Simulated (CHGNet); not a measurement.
# B20 (FeSi-type) MnSi

All values below come from the machine-learned potential CHGNet 0.3.0 (trained on PBE and PBE+U data).

Cell: relaxed at this level.

| Quantity | Result |
|---|---|
| equilibrium lattice constant a | 4.493 Å |
| equilibrium volume per atom | 11.33 Å³/atom |

Measured, for comparison: lattice constant a 4.560 Å, equilibrium volume per atom 11.85 Å³/atom (temperature not stated, no zero-point or thermal correction; as tabulated in Wikipedia's data pages). Computed (rounded) less measured: lattice constant a -1.5 %, equilibrium volume per atom -4.4 %. A static lattice is as a rule a little smaller and stiffer than an uncorrected measurement, which narrows the difference in the lattice constant a and would widen misses of the other sign.

A machine-learned potential is trained on density-functional data: it inherits that level's misses and adds fitting errors of its own.
